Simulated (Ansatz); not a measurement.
Base system: BP in the zinc blende structure (space group F-43m, No. 216; a = 4.491 Å). Axes: x, y, z lie along the cube axes.

All numbers come from LDA (Ansatz, a first-principles code), spin-orbit coupling left out.

Perturbation: uniaxial strain ε_zz = −1.00 %, all other strain components held at zero, atoms relaxed at fixed cell.

Q: Predict the stress tensor and what it implies for the stiffness.

A: Stress of the strained cell less that of the base (GPa, compression positive):
```
   0.88    0.00    0.00
   0.00    0.88    0.00
   0.00    0.00    3.62
```

Then −Δσ_ii/ε with ε = -0.0100 gives relaxed-ion elastic constants: C33 ≈ 362 GPa, C13 ≈ 88 GPa and C23 ≈ 88 GPa.

Whether these cells are dynamically stable was not tested.
